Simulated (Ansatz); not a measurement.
The starting structures come from a database of crystals and need not be the phases stable at ambient conditions.

Consider the following.

```
ZnGeP2
1.0
    5.44248     0.00000     0.00000
    0.00000     5.44248     0.00000
    2.72124    -2.72124     5.36477
Zn Ge P
2 2 4
Direct
  0.25000   0.25000   0.50000
  0.00000   0.00000   0.00000
  0.75000   0.75000   0.50000
  0.50000   0.50000   0.00000
  0.87044   0.62500   0.75000
  0.62500   0.37956   0.25000
  0.37956   0.12500   0.75000
  0.12500   0.87044   0.25000
```

Space group of this cell: I-42d, chalcopyrite. The cell is taken as given; by PBEsol its mean pressure is -0.6 GPa.

Transport runs along the normal of the first two printed cell vectors, the (001) plane of the conventional cell.

No gap correction and no spin-orbit coupling; mid-gap values are interpolated between computed energies.

### Question
Compute, with Ansatz (a program for electronic structure) with PBEsol, the band gap and the smallest decay constant κ at mid-gap.

### Answer
Gap 1.18 eV on a 6×6×6 mesh; κ = 0.091 1/Å, at the zone centre.
